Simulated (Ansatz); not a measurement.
# Several settings converged on H4BrN (R3m, 6 atoms in the cell)

```yaml
crystal:
  lattice:
    - [4.01210, 0.00000, 0.00000]
    - [0.00000, 4.01210, 0.00000]
    - [0.00000, 0.00000, 4.01210]
  atoms:
    - { symbol: H, position: [0.14921, 0.14921, 0.85079] }
    - { symbol: H, position: [0.14921, 0.85079, 0.14921] }
    - { symbol: H, position: [0.85798, 0.85798, 0.85798] }
    - { symbol: H, position: [0.85079, 0.14921, 0.14921] }
    - { symbol: Br, position: [0.50000, 0.50000, 0.50000] }
    - { symbol: N, position: [0.00000, 0.00000, 0.00000] }
```

Base method: LDA (PW92), default PAW files made with PBE (plane waves; Ansatz, a quantum-chemistry and plane-wave program).

Base settings: basis.ecutwfc = 420 eV; kpoints.mp_grid.grid = 6 6 6; hamiltonian.xc = lda; hamiltonian.pseudopotentials = {kind: paw} (the program's default PAW files); scf.occupations.method = fixed.

The count of work is k-points × plane waves × bands × iterations; it is no time. 

**The cutoff for other potential files**

Level: DFT, LDA (PW92), plane waves, harder PAW files (source: ansatz) made with PBE.

In this ladder: hamiltonian.pseudopotentials = {kind: paw, source: ansatz}.

The second cell is the first with its lattice scaled by 0.98.

The mesh stays at the base's, so the ladder's end is converged at best in this setting alone.

The first pressure column holds Ansatz's estimate of the finite-basis (Pulay) stress, which hides part of the cutoff error; the other is without it.

Only quantities that move along the ladder and can be compared are tabulated.

```csv
basis.ecutwfc,free energy less the last step's (meV/atom),energy of the compressed cell less the first (meV/atom),pressure (GPa),pressure without the Pulay estimate (GPa),largest difference of a force vector from the last step's (eV/Å),count of work / last
390 eV,323.84,22.10,2.96,-17.84,0.584,0.11
480 eV,78.78,14.95,1.61,-4.07,0.177,0.14
610 eV,11.17,13.37,1.20,0.17,0.016,0.20
740 eV,1.61,13.22,1.19,1.03,0.003,0.27
870 eV,0.57,13.21,1.19,1.18,0.002,0.35
1045 eV,0.37,13.20,1.19,1.18,0.001,0.46
1305 eV,0.10,13.19,1.19,1.18,0.000,0.64
1740 eV,0.00,13.19,1.19,1.19,0.000,1.0
```

Coarsest basis.ecutwfc that holds the forces within 0.005 eV/Å of the last step, with all finer ones: 740 eV, at 0.27 of the last step's count of work; the step before is off by 0.016 eV/Å.

Coarsest basis.ecutwfc that holds the energy of the compressed cell less the first within 2 meV/atom of the last step, with all finer ones: 480 eV, at 0.14 of the last step's count of work; the step before is off by 8.9 meV/atom.

Coarsest basis.ecutwfc that holds the pressure within 0.05 GPa of the last step, with all finer ones: 610 eV, at 0.20 of the last step's count of work; the step before is off by 0.42 GPa.

The energy difference between the two cells stays within 1 meV/atom of the last step's from 610 eV on, the total only from 870 eV on: much of the error is common to both cells and cancels.

At the lowest cutoff the pressure without the Pulay estimate lies 19.0 GPa under the last step's, the usual sign of Pulay stress in an incomplete plane-wave basis.

**The relaxed cell against the cutoff**

On H4BrN (P-43m, 6 atoms in the cell): atoms on their sites.

In this ladder: relax = cell and atoms.

The mesh stays at the base's, so the ladder's end is converged at best in this setting alone.

Only quantities that move along the ladder and can be compared are tabulated.

```csv
basis.ecutwfc,relaxed volume (Å³/atom),relaxation steps
210 eV,9.577,27
250 eV,9.783,18
295 eV,9.804,15
355 eV,9.784,10
420 eV,9.776,8
505 eV,9.775,5
630 eV,9.767,5
840 eV,9.769,6
```

Coarsest basis.ecutwfc that holds the relaxed volume within 0.02 Å³/atom of the last step, with all finer ones: 355 eV; the step before is off by 0.036 Å³/atom.

At the lowest cutoff the cell relaxes to a volume 2.0 % smaller than at the highest. Ansatz relaxes on a stress corrected for the finite basis.

On the base run: the starting cell comes from a database of computed structures (which also holds hypothetical and non-ambient phases and stackings), without a prior relaxation at this level. Its lattice was rescaled by up to half a per cent. One atom was moved a little off its site on purpose. In the base run, forces exceed 1 eV/Å.

Keys are those of Ansatz 0.2.
